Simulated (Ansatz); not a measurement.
CsPbCl$_{3}$ (Pm-3m) under biaxial stress xx = yy (compression positive): electron conductivity mass by PBEsol with spin-orbit coupling, rigid bands (plane waves, PAW; Ansatz, an electronic-structure program). The unloaded cell, whose axes the loads refer to:

CsPbCl3 is taken in the cubic space group Pm-3m (No. 221), the cubic perovskite structure, Pearson symbol cP5. Cell: a = 5.618 Å, b = 5.618 Å, c = 5.618 Å, α = 90.00°, β = 90.00°, γ = 90.00°. Cs on 1a is coordinated by 12 Cl at 3.973 Å (cuboctahedral). Pb on 1b is coordinated by 6 Cl at 2.809 Å (octahedral). Cl on 3c has 2 Pb at 2.809 Å and 4 Cs at 3.973 Å (octahedral). (Neighbours: up to the widest gap in distance over summed covalent radii, below 1.35, at either atom; cation-cation and far metal-metal contacts left out.)

```tsv
biaxial stress xx = yy (compression positive) (GPa)	volume per atom (Å³)	electron conductivity mass (mₑ)
-2	37.97	?
-1	36.54	0.183
0	35.47	0.164
1	34.62	0.147
2	33.91	0.129
```

**Question.** Fit a straight line to ln(electron conductivity mass) against the load over the rows given, and predict the row at -2 GPa.

**Answer.** The means are x̄ = 0.500 GPa and ȳ = -1.8679; Σ(x − x̄)(y − ȳ) = -0.5792 and Σ(x − x̄)² = 5.000, so the slope is -11.6 % per GPa, and the rows given lie within 0.85 % of the line. At -2 GPa the line gives 0.206 mₑ; the calculation gives 0.204 mₑ, 1.1 % from it.

Masses are for dilute carriers at 300 K, harmonic means over directions unless an axis is named. Stresses and pressures are the targets of the relaxation. The structure type is held at every load. Geometry: cell and atoms relaxed with PBEsol.

CsPbCl3 (Pm-3m): a high-temperature phase held by its symmetry.
